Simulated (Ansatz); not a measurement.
The structure below was relaxed with PBEsol/PAW in Ansatz (a quantum-chemistry and plane-wave program), without spin-orbit coupling, earlier PAW set.

```
Ti3Co
1.0
    5.47131     0.00000     0.00000
   -2.73566     4.73830     0.00000
    0.00000     0.00000     4.46711
Ti Co
6 2
Direct
  0.82521   0.65041   0.25000
  0.17479   0.82521   0.75000
  0.34959   0.17479   0.25000
  0.17479   0.34959   0.75000
  0.82521   0.17479   0.25000
  0.65041   0.82521   0.75000
  0.33333   0.66667   0.25000
  0.66667   0.33333   0.75000
```

### Question
Find the space group and the Wyckoff positions.

### Answer
Space group P6₃/mmc (No. 194); a = b = 5.4713 Å, c = 4.4671 Å, α = β = 90.00°, γ = 120.00°

```json
[
 {"atom": "Ti", "site": "6h", "symmetry": "mm2", "x": "0.3496", "y": "0.1748", "z": "0.2500"},
 {"atom": "Co", "site": "2c", "symmetry": "-6m2", "x": "0.3333", "y": "0.6667", "z": "0.2500"}
]
```

### Question
Describe the coordination.

### Answer
The crystal has 8 atoms in its conventional cell. Cell: a = b = 5.4713 Å, c = 4.4671 Å, α = β = 90.00°, γ = 120.00°. Ti sees 2 Ti at 2.602 Å and 6 Ti at 2.781–2.869 Å and 4 Co at 2.692–2.737 Å (anticuboctahedral). Co is surrounded by 12 Ti at 2.692–2.737 Å (anticuboctahedral). (Neighbours: up to the widest gap in distance over summed covalent radii, below 1.35, at either atom.)

No phonon test of stability was made. Seeded moments were not kept for Al → Co. All final runs are without spin polarisation. The cell was made from Ti3Al by this change: Al → Co; the result is a hypothetical phase, not in the database extracts checked.
